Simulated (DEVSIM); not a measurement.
System: abrupt Ge n-p junction, at 300 K.

Layer 1 from the left is Ge, thickness (μm) 0.140, Nd (cm⁻³) 2e17, τn (s) 0.00061, τp (s) 0.00061. Layer 2 from the left is Ge, thickness (μm) 0.700, Na (cm⁻³) 1e17, τn (s) 0.00061, τp (s) 0.00061.

Left contact: ohmic. Right contact: ohmic. Voltage is applied to the left contact. Recombination: SRH at mid-gap. Mobility is μmin + (μ − μmin)/(1 + (N/Nref)^α).

Constants are typed, rounded textbook-type inputs, not results; the design itself was drawn at random and stands for no fabricated device. Values at 300 K.

Ge: gap (eV) 0.664, affinity (eV) 4, permittivity 16, Nc (cm⁻³) 1.04e19, Nv (cm⁻³) 6e18, μn (cm²/Vs) 3900, μp (cm²/Vs) 1900, μn,min 150, μp,min 100, Nref,n 2.6e17, Nref,p 4e17, αn 0.56, αp 0.6.

DEVSIM, 1D drift-diffusion, Boltzmann statistics, complete ionisation; no tunnelling, impact ionisation, image-force lowering or self-heating.

What does the simulation give for the potential step across the device at zero bias, the dark forward voltage at 1 A/cm², the largest field in the device at zero bias?

potential step across the device at zero bias 0.456 V; dark forward voltage at 1 A/cm² 0.166 V; largest field in the device at zero bias 78000 V/cm.
